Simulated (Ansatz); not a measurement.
Defect migration in rock-salt MgO strained by -1.5 % along x and y, z held: O vacancy, charge state +2. All values below come from PBE, PAW (plane waves to 420 eV; Ansatz, a first-principles code).

Settings: 64 host sites, the strained lattice (strain from the relaxed PBE one, atoms relaxed), a 2×2×2 k-point mesh shifted by half a step, smearing 0.01 eV, spin-restricted, no image-charge correction. Static, classical nuclei. The charge state is imposed; whether it is stable for some Fermi level was not computed. Forms of the defect that were not tried may lie lower.

The step: one O atom jumps into the vacancy from a nearby O site. Atoms about the jump, Cartesian Å from the middle of the jump, before and after:

```
atom     x0     y0     z0     x1     y1     z1
----  -----  -----  -----  -----  -----  -----
O1     0.00  -1.00  -1.01   0.00   1.00   1.01
Mg2    0.00  -1.20   1.06   0.00  -1.05   1.24
Mg3    0.00   1.05  -1.24   0.00   1.20  -1.06
Mg4   -2.25   1.05   1.06  -2.10   1.05   1.06
Mg5   -2.10  -1.05  -1.06  -2.25  -1.05  -1.06
Mg6    2.25   1.05   1.06   2.10   1.05   1.06
Mg7    2.10  -1.05  -1.06   2.25  -1.05  -1.06
O8    -2.04  -1.00   1.06  -2.05  -1.05   1.01
O9    -2.05   1.05  -1.01  -2.04   1.00  -1.06
O10    2.04  -1.00   1.06   2.05  -1.05   1.01
O11    2.05   1.05  -1.01   2.04   1.00  -1.06
O12    0.00   3.10  -1.01   0.00   3.14  -1.06
O13    0.00  -3.14   1.06   0.00  -3.10   1.01
O14    0.00  -1.00   3.14   0.00  -1.05   3.19
O15    0.00   1.05  -3.19   0.00   1.00  -3.14
Mg16   0.00   3.30   1.06   0.00   3.14   1.08
Mg17   0.00  -3.14  -1.08   0.00  -3.30  -1.06
Mg18   0.00   1.05   3.36   0.00   1.07   3.19
Mg19   0.00  -1.07  -3.19   0.00  -1.05  -3.36
O20   -2.04   3.09   1.06  -2.08   3.14   1.05
O21   -2.08  -3.14  -1.05  -2.04  -3.09  -1.06
O22    2.04   3.09   1.06   2.08   3.14   1.05
O23    2.08  -3.14  -1.05   2.04  -3.09  -1.06
O24   -2.05   1.05   3.14  -2.08   1.04   3.19
O25   -2.08  -1.04  -3.19  -2.05  -1.05  -3.14
O26    2.05   1.05   3.14   2.08   1.04   3.19
O27    2.08  -1.04  -3.19   2.05  -1.05  -3.14
Mg28  -2.10   3.14  -1.06  -2.11   3.14  -1.06
Mg29  -2.11  -3.14   1.06  -2.10  -3.14   1.06
Mg30   2.10   3.14  -1.06   2.11   3.14  -1.06
Mg31   2.11  -3.14   1.06   2.10  -3.14   1.06
Mg32  -2.10  -1.05   3.19  -2.12  -1.05   3.19
Mg33  -2.12   1.05  -3.19  -2.10   1.05  -3.19
Mg34   2.10  -1.05   3.19   2.12  -1.05   3.19
Mg35   2.12   1.05  -3.19   2.10   1.05  -3.19
```

Q: Predict the transition state.

A: 
```tsv
atom	x	y	z
O1	0.00	0.01	0.00
Mg2	0.01	-1.25	1.29
Mg3	0.01	1.27	-1.30
Mg4	-2.13	0.98	0.98
Mg5	-2.13	-0.97	-0.99
Mg6	2.15	0.98	0.99
Mg7	2.15	-0.97	-0.99
O8	-2.15	-1.10	1.12
O9	-2.15	1.11	-1.12
O10	2.15	-1.09	1.12
O11	2.15	1.10	-1.12
O12	0.00	3.17	-1.05
O13	0.00	-3.16	1.05
O14	0.00	-1.03	3.21
O15	0.00	1.04	-3.21
Mg16	0.00	3.26	1.06
Mg17	0.00	-3.25	-1.06
Mg18	0.00	1.06	3.32
Mg19	0.00	-1.05	-3.33
O20	-2.03	3.08	1.04
O21	-2.03	-3.07	-1.04
O22	2.04	3.08	1.04
O23	2.04	-3.07	-1.04
O24	-2.03	1.03	3.12
O25	-2.03	-1.02	-3.13
O26	2.04	1.03	3.12
O27	2.04	-1.02	-3.13
Mg28	-2.12	3.17	-1.08
Mg29	-2.12	-3.15	1.08
Mg30	2.13	3.17	-1.08
Mg31	2.13	-3.15	1.08
Mg32	-2.13	-1.05	3.20
Mg33	-2.13	1.07	-3.20
Mg34	2.14	-1.05	3.20
Mg35	2.14	1.07	-3.20
```
It lies 2.26 eV above the start and 2.26 eV above the end. The saddle point's order was not checked, and it lies on a symmetry element of the cell, where a band can be held.
